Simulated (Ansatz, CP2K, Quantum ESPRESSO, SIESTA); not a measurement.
## NaSn₂Pd₃ (P1, 6 atoms in the cell) computed with different codes at matched settings

Self-consistent single point, at a second geometry (atoms moved at random). First geometry:

```
CELL_PARAMETERS angstrom
      5.88826     0.00000     0.00000
     -2.94413     5.09939     0.00000
      0.00000     0.00000     4.34897
ATOMIC_POSITIONS crystal
  Na 0.00000 0.00000 0.19263
  Sn 0.66667 0.33333 0.49615
  Sn 0.33333 0.66667 0.49615
  Pd 0.00000 0.50000 0.99502
  Pd 0.50000 0.00000 0.99502
  Pd 0.50000 0.50000 0.99502
```

Second geometry:
```xyz
6
Lattice="5.8883 0.0000 0.0000 -2.9441 5.0994 0.0000 0.0000 0.0000 4.3490" Properties=species:S:1:pos:R:3 pbc="T T T"
Na     0.0039    -0.0285     0.8610
Sn     2.9135     1.7768     2.1890
Sn     0.0012     3.4023     2.1591
Pd    -1.5210     2.5620     4.2824
Pd     2.9848    -0.0188     4.3404
Pd     1.5058     2.5050     4.3032
```

Shared settings, as Ansatz (an electronic-structure program) writes them: kpoints.mp_grid.grid = 5 5 5; scf.occupations.method = gaussian; scf.occupations.width = 0.05 eV. Potentials and cutoffs stand in the table.

| code | model | ΔF from the first geometry (meV/atom) | pressure (GPa) | largest force (eV/Å) | cutoff |
|---|---|---|---|---|---|
| Ansatz | PBEsol, PAW files made with PBE | 11.0 | -6.25 | 0.736 | 420 eV |
| CP2K | PBEsol, GPW, DZVP-MOLOPT-SR-GTH basis, GTH-PBE potentials (GTH_POTENTIALS) | 13.2 | -2.83 | – | grid 950 Ry |
| SIESTA | GGA PBEsol, numerical atomic orbitals DZP, PseudoDojo PBEsol standard norm-conserving potentials (rewritten from UPF to PSML) | 13.1 | -4.96 | 0.880 | grid 400 Ry |
| Quantum ESPRESSO | PBEsol, GBRV 1.5 ultrasoft (PBESOL) pseudopotentials | 11.2 | -6.14 | 0.745 | 40 Ry |

Size of the force on each atom (eV/Å): Sizes of forces hide their directions.

```json
[
 {"code": "Ansatz", "Na1": "0.099", "Sn2": "0.736", "Sn3": "0.102", "Pd4": "0.527", "Pd5": "0.158", "Pd6": "0.599"},
 {"code": "SIESTA", "Na1": "0.122", "Sn2": "0.880", "Sn3": "0.143", "Pd4": "0.640", "Pd5": "0.170", "Pd6": "0.734"},
 {"code": "Quantum ESPRESSO", "Na1": "0.099", "Sn2": "0.745", "Sn3": "0.103", "Pd4": "0.538", "Pd5": "0.157", "Pd6": "0.612"}
]
```

A dash marks a value that a program does not give, or that is left out as unsure.

On Ansatz's run: spin polarisation is off.

The spread over the programs that give each value: ΔF from the first geometry within 2.2 meV/atom; pressure within 3.42 GPa; largest force within 0.144 eV/Å.

CP2K and SIESTA use small atom-centred bases, whose incompleteness enters pressures, forces and empty levels differently from a plane-wave cutoff. Ansatz's pressure is given at a fixed set of plane waves, as the other plane-wave codes print theirs. In the pressure, CP2K (by 3.37) and SIESTA (by 1.24) lie more than 1 GPa from the median of the plane-wave programs. In the force vectors, SIESTA (by 0.147) lies more than 0.08 eV/Å from the median of the plane-wave programs.

The starting cell comes from a database of computed structures (which also holds hypothetical and non-ambient phases and stackings), without a prior relaxation at this level. Its lattice was rescaled by a random factor within 2.5 % of one. For this run, on top of that: atoms moved at random.

Keys are those of Ansatz 0.2.
